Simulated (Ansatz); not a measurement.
**Pressure series in hypothetical anti-CdI2 type W2N**

The parent structure is W2N in the anti-CdI2 type structure (space group P-3m1, No. 164; a = 2.8014 Å, c = 5.3053 Å; a hypothetical phase, not in the database extracts checked).

Cell and atoms are relaxed at each pressure.

Calculations: PBEsol (Ansatz, a program for electronic structure; PAW; 420 eV plane waves; no spin-orbit coupling).

Two rows of this table had their results exchanged by mistake.

```csv
pressure,volume per atom (Å³),shortest distance (Å),band gap
pressure −2 GPa,12.09,2.160,zero
pressure −1 GPa,12.05,2.158,zero
pressure 0.3 GPa,12.01,2.156,zero
pressure 0.7 GPa,12.00,2.155,zero
pressure 1.5 GPa,11.78,2.144,zero
pressure 3 GPa,11.92,2.151,zero
pressure 5 GPa,11.86,2.148,zero
pressure 7.5 GPa,11.97,2.154,zero
pressure 10 GPa,11.70,2.140,zero
```

Q: Which two?

A: The rows for pressure 1.5 GPa and pressure 7.5 GPa: the volume has to fall steadily with pressure, so 11.97 Å³ belongs to pressure 1.5 GPa and 11.78 Å³ to pressure 7.5 GPa.

Load acts through the strain it causes; cell and atoms are relaxed under it. No phonon test of stability was made. Competing high-pressure phases were not computed. All final runs are without spin polarisation. An odd electron count without spin: W2N.
